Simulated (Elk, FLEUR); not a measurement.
An Elk input for a self-consistent single point of FePt (P4/mmm, 2 atoms in the cell) (DFT, PBE, all-electron FP-LAPW, Elk's shipped species files, APW+lo basis with extra local orbitals):

```
tasks
  0

xctype
  20

spinpol
  .true.

reducebf
  0.5

rgkmax
  8.0

gmaxvr
  14.0

nxlo
  2

lorbcnd
  .true.

rmtscf
  0.85

lmaxi
  2

nempty
  12

stype
  0

swidth
  0.00367493

maxscl
  100

avec
    4.9762876136    0.0000000000    0.0000000000
    0.0000000000    4.9762876136    0.0000000000
    0.0000000000    0.0000000000    6.8175158069

sppath
  './'

atoms
  2
  'Fe.in'
  1
  0.0000000000  0.0000000000  0.0000000000    0.0 0.0 -4.0
  'Pt.in'
  1
  0.5000000000  0.5000000000  0.5000000000    0.0 0.0 -1.0

ngridk
  12 12 9
```

Problem. Write the same calculation as an input for FLEUR.

Solution. One input that does it (others would too):

Input of the input generator:

```
FePt FLAPW
&input film=f /
4.9762876136 0.0000000000 0.0000000000
0.0000000000 4.9762876136 0.0000000000
0.0000000000 0.0000000000 6.8175158069
1.0
1.0 1.0 1.0

2
26 0.0000000000 0.0000000000 0.0000000000 : 4.00
78 0.5000000000 0.5000000000 0.5000000000 : 1.00

&comp jspins=2 /
&kpt div1=12 div2=12 div3=9 gamma=t /
&end /
```

```xml
<?xml version="1.0" encoding="UTF-8" standalone="no"?>
<fleurInput fleurInputVersion="0.39">
   <comment>
      FePt FLAPW                                                                                          
   </comment>
   <calculationSetup>
      <cutoffs Kmax="4.3" Gmax="17.2" GmaxXC="17.2" numbands="0"/>
      <scfLoop itmax="80" minDistance="0.00001" maxIterBroyd="15" imix="Anderson" alpha="0.05" precondParam="0.0" spinf="2.0"/>
      <coreElectrons ctail="T" frcor="F" kcrel="0" coretail_lmax="0"/>
      <xcFunctional name="pbe" relativisticCorrections="F"/>
      <magnetism jspins="2"/>
      <soc l_soc="F" theta="0.0" phi="0.0" spav="F"/>
      <expertModes spex="0" secvar="F"/>
      <geometryOptimization l_f="T" forcealpha="1.0" forcemix="BFGS" epsdisp="0.00001" epsforce="0.00001"/>
      <ldaU l_linMix="F" mixParam="0.05" spinf="1.0"/>
   </calculationSetup>
   <cell>
      <bzIntegration valenceElectrons="32.0" mode="gauss" fermiSmearingEnergy="0.00367493">
         <kPointListSelection listName="default-1"/>
         <!-- k-points included here -->
         <xi:include xmlns:xi="http://www.w3.org/2001/XInclude" href="kpts.xml"> </xi:include>
      </bzIntegration>
      <!-- symmetry operations included here -->
      <xi:include xmlns:xi="http://www.w3.org/2001/XInclude" href="sym.xml"> </xi:include>
      <bulkLattice scale="1.0">
         <bravaisMatrix>
            <row-1>    4.9762876136000003     0.0000000000000000     0.0000000000000000</row-1>
            <row-2>    0.0000000000000000     4.9762876136000003     0.0000000000000000</row-2>
            <row-3>    0.0000000000000000     0.0000000000000000     6.8175158069000004</row-3>
         </bravaisMatrix>
      </bulkLattice>
   </cell>
   <atomSpecies>
      <species name="Iron (Fe) 4.000" element="Fe" atomicNumber="26">
         <mtSphere radius="2.34" gridPoints="807" logIncrement="0.015"/>
         <atomicCutoffs lmax="10" lnonsphr="8"/>
         <electronConfig flipSpins="F">
            <coreConfig>(1s1/2) (2s1/2) (2p1/2) (2p3/2)</coreConfig>
            <valenceConfig>(3s1/2) (3p1/2) (3p3/2) (4s1/2) (3d3/2) (3d5/2)</valenceConfig>
            <stateOccupation state="(3d3/2)" spinUp="2.0" spinDown="0.4"/>
            <stateOccupation state="(3d5/2)" spinUp="3.0" spinDown="0.6"/>
         </electronConfig>
         <energyParameters s="4" p="4" d="3" f="4"/>
         <lo type="SCLO" l="0" n="3" eDeriv="0"/>
         <lo type="SCLO" l="1" n="3" eDeriv="0"/>
      </species>
      <species name="Platinum (1.000" element="Pt" atomicNumber="78">
         <mtSphere radius="2.34" gridPoints="807" logIncrement="0.017"/>
         <atomicCutoffs lmax="10" lnonsphr="8"/>
         <electronConfig flipSpins="F">
            <coreConfig>(1s1/2) (2s1/2) (2p1/2) (2p3/2) (3s1/2) (3p1/2) (3p3/2) (4s1/2) (3d3/2) (3d5/2) (4p1/2) (4p3/2) (5s1/2) (4d3/2) (4d5/2) (4f5/2) (4f7/2)</coreConfig>
            <valenceConfig>(5p1/2) (5p3/2) (6s1/2) (5d3/2) (5d5/2)</valenceConfig>
            <stateOccupation state="(6s1/2)" spinUp="0.5" spinDown="0.5"/>
            <stateOccupation state="(5d3/2)" spinUp="2.0" spinDown="1.6"/>
            <stateOccupation state="(5d5/2)" spinUp="3.0" spinDown="2.4"/>
         </electronConfig>
         <energyParameters s="6" p="6" d="5" f="5"/>
         <lo type="SCLO" l="1" n="5" eDeriv="0"/>
      </species>
   </atomSpecies>
   <atomGroups>
      <atomGroup species="Iron (Fe) 4.000">
         <relPos label="                   1">.0000000000 .0000000000 .0000000000</relPos>
         <force calculate="T" relaxXYZ="TTT"/>
      </atomGroup>
      <atomGroup species="Platinum (1.000">
         <relPos label="                   2">1.000/2.000 1.000/2.000 1.000/2.000</relPos>
         <force calculate="T" relaxXYZ="TTT"/>
      </atomGroup>
   </atomGroups>
   <output dos="F" band="F" slice="F">
      <checks vchk="F" cdinf="F"/>
      <bandDOS minEnergy="-.5*Htr" maxEnergy="0.5*Htr" sigma="0.015" storeEVData="T"/>
      <vacuumDOS vacdos="F" integ="F" star="F" nstars="0" locx1="0.0" locy1="0.0" locx2="0.0" locy2="0.0" nstm="0" tworkf="0.0"/>
      <unfoldingBand unfoldBand="F" supercellX="1" supercellY="1" supercellZ="1"/>
      <plotting iplot="0" polar="F">
         <plot TwoD="T" vec1="  1.0  0.0  0.0" vec2="  0.0  1.0  0.0" vec3="  0.0  0.0  1.0" zero="  0.0  0.0  0.0" file="plot"/>
      </plotting>
      <chargeDensitySlicing numkpt="0" minEigenval="0.0" maxEigenval="0.0" nnne="0" pallst="F"/>
      <specialOutput eonly="F"/>
      <magneticCircularDichroism mcd="F" energyLo="-10.0" energyUp="0.0"/>
   </output>
  <!-- We include the file relax.xml here to enable relaxations (see documentation) -->
  <xi:include xmlns:xi="http://www.w3.org/2001/XInclude" href="relax.xml"> <xi:fallback/> </xi:include>
</fleurInput>
```

Basis, cutoffs, solver keys and any potentials are the target program's own. This input uses DFT, PBE, all-electron FLAPW (FLEUR), scalar-relativistic valence. Both were run: size of the net moment 1.53 μB/atom in Elk and 1.54 in FLEUR.

On FLEUR: the starting cell comes from a database of computed structures (which also holds hypothetical and non-ambient phases and stackings), without a prior relaxation at this level. Its lattice was rescaled by a random factor within 2.5 % of one. For this run, on top of that: lattice scaled by 0.98. Spin-orbit coupling is off. The magnetic order is the one reached from the typed start; others were not searched systematically. Values depend on the basis (sphere radii, cutoffs, local orbitals), which need not be converged.

On Elk: the starting cell comes from a database of computed structures (which also holds hypothetical and non-ambient phases and stackings), without a prior relaxation at this level. Its lattice was rescaled by a random factor within 2.5 % of one. For this run, on top of that: lattice scaled by 0.98. Spin-orbit coupling is off. The magnetic order is the one reached from the typed start; others were not searched systematically. Values depend on the basis (sphere radii, cutoffs, local orbitals), which need not be converged.
